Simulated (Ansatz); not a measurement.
## What Sb on a N site does to AlN

Start from a 24-atom supercell of AlN in the wurtzite structure (space group P6_3mc, No. 186; a = 3.1298 Å, c = 5.0173 Å) at its relaxed geometry.

Perturbation: a neutral Sb on a N site, atoms relaxed at fixed cell, starting from a slightly rattled geometry.

Level of theory: PBE/PAW in Ansatz (an electronic-structure program), no spin-orbit coupling, earlier PAW set. Γ-centred 4×4×5 mesh, Fermi–Dirac width 0.01 eV.

```tsv
quantity	base	changed	shift
pressure	0.0 GPa	19.1 GPa	+19.1 GPa
gap of the supercell	4.04 eV	1.29 eV	-2.75 eV
total moment of the cell	–	0.0 μB	–
largest displacement of a host atom from its site in the perfect cell	–	0.75 Å	–
shift of the substituted atom off its lattice site	–	0.28 Å	–
```

The magnetic state is the one reached from the starting moments; the real material's order can differ, and small cells can't hold many antiferromagnetic ones. In so small a cell the defect repeats every few ångströms: this is an ordered compound, not a dilute defect. Spin-orbit coupling, missing from the scalar runs, can matter with Sb. Seeded moments were not kept for Sb on a N site. The defect cell is spin-polarised and ends with 0.0 μB.
